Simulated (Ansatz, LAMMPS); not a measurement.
Si well of 21 atomic layers along [001] in random Si0.7Ge0.3, interfaces sharp. Cell 16.67 × 16.67 × 65.84 Å, Si725Ge139, 864 atoms. Prepared with Tersoff's 1989 multicomponent potential (SiCGe.tersoff) (LAMMPS): minimisation. 

Basis: localised support functions (accuracy medium) on a full density matrix. k-points: zone centre alone; occupations: Fermi-Dirac, 0.010 eV; spin polarisation not allowed. Spin-orbit coupling is left out.

Q: Estimate the gap and bonding that PBE, support functions at accuracy medium on the grid of 370 eV (Ansatz, a program for electronic structure) returns for this input.

A: 
* **Kohn-Sham gap of the cell on its k-mesh**: 0.36 eV
* **weight of the highest filled level on the well**: 0.34
* **weight of the lowest empty level on the well**: 0.97
* **coordination (neighbours within 2.861 Å)**: 100.0 % 4-fold
* **Ge-Ge bonds, mean ± spread**: 2.470 ± 0.007 Å
* **Ge-Si bonds, mean ± spread**: 2.424 ± 0.008 Å
* **Si-Si bonds, mean ± spread**: 2.383 ± 0.006 Å
* **bond angles, mean ± spread**: 109.5° ± 1.1°
* **pressure**: -1.06 GPa
